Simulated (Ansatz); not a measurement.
```xyz
8
Lattice="6.5376 -1.9704 0.0000 6.5376 1.9704 0.0000 -1.1892 0.0000 6.7215" Properties=species:S:1:pos:R:3 pbc="T T T"
Si     1.2147     0.0000     2.5550
Ge    10.6695     0.0000     4.2202
Ge     7.1044     0.0000     5.8442
Ge     4.7814     0.0000     0.8216
Si     8.3097     0.0000     3.7577
Si     4.7395     0.0000     5.4488
Ge     2.3610     0.0000     0.4393
Ge    11.9300     0.0000     2.1190
```

No spin polarisation.

Computed with PBEsol, PAW, 420 eV (Ansatz, a quantum-chemistry and plane-wave program; no SOC). Settings: 9×9×5 k-points, 0.05 eV Fermi–Dirac smearing.

Q: Predict the band gap, gap character and valence-band top at Γ.

A: The band gap is 0.41 eV and the gap character (in this cell's own zone, which can be folded) is indirect, Γ → Y₂. The valence-band top at Γ (three highest levels, from the VBM) comes out as 0.00, -0.03, -0.05 eV.

Each cell is one ordered arrangement of few atoms, which overstates ordering effects compared with a random alloy. Whether these cells are dynamically stable was not tested. The cell was made from Si by this change: x(Ge) = 0.625, 8 atoms, Cm.
